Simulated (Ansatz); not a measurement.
## Response to strain in SnSe2

Consider SnSe₂ in the CdI2 type structure (space group P-3m1, No. 164; layered, stacked along the Cartesian z axis).

```
CELL_PARAMETERS angstrom
      3.84018     0.00000     0.00000
     -1.92009     3.32569     0.00000
      0.00000     0.00000     6.00656
ATOMIC_POSITIONS crystal
  Sn 0.00000 0.00000 0.00000
  Se 0.33333 0.66667 0.26530
  Se 0.66667 0.33333 0.73470
```

Cartesian axes are those of the cell as printed.

Strains are applied to the cell and any free atomic positions relax; under biaxial strain the out-of-plane vector relaxes too.

The values are results of plane-wave PAW DFT at the PBE-D3(BJ) level (Ansatz, a quantum-chemistry and plane-wave program, 420 eV), scalar-relativistic without spin-orbit coupling, not measurements.

Notes on the quantities. pressure: mean of the normal stresses, compression positive.

| variant | band gap | ratio −ε⊥/ε∥ | smallest direct gap | pressure |
|---|---|---|---|---|
| base | 0.36 eV | – | 0.82 eV | 0.00 GPa |
| biaxial strain −3.00 %, plane normal [001], relaxed out of plane | 0.43 eV | 1.00 | 1.12 eV | 2.59 GPa |
| biaxial strain −2.00 %, plane normal [001], relaxed out of plane | 0.49 eV | 1.05 | ___ | 1.64 GPa |
| biaxial strain −1.50 %, plane normal [001], relaxed out of plane | 0.49 eV | 1.07 | 1.16 eV | 1.20 GPa |
| biaxial strain −1.00 %, plane normal [001], relaxed out of plane | 0.45 eV | 1.10 | 1.07 eV | ___ |
| biaxial strain −0.50 %, plane normal [001], relaxed out of plane | 0.41 eV | – | 0.94 eV | 0.38 GPa |
| biaxial strain +0.50 %, plane normal [001], relaxed out of plane | 0.31 eV | – | 0.70 eV | -0.36 GPa |
| biaxial strain +1.00 %, plane normal [001], relaxed out of plane | 0.27 eV | ___ | ___ | -0.70 GPa |
| biaxial strain +1.50 %, plane normal [001], relaxed out of plane | 0.21 eV | 1.26 | 0.45 eV | -1.01 GPa |
| biaxial strain +2.00 %, plane normal [001], relaxed out of plane | 0.16 eV | 1.31 | 0.33 eV | -1.30 GPa |

Fill in the withheld entries from the trend.


- biaxial strain −2.00 %, plane normal [001], relaxed out of plane, smallest direct gap: 1.15 eV
- biaxial strain −1.00 %, plane normal [001], relaxed out of plane, pressure: 0.78 GPa
- biaxial strain +1.00 %, plane normal [001], relaxed out of plane, ratio −ε⊥/ε∥: 1.18
- biaxial strain +1.00 %, plane normal [001], relaxed out of plane, smallest direct gap: 0.58 eV

Whether these cells are dynamically stable was not tested. The zero or small gap of SnSe2 under biaxial strain +1.00 %, plane normal [001], relaxed out of plane, SnSe2 under biaxial strain +1.50 %, plane normal [001], relaxed out of plane and SnSe2 under biaxial strain +2.00 %, plane normal [001], relaxed out of plane can change with the level of theory.
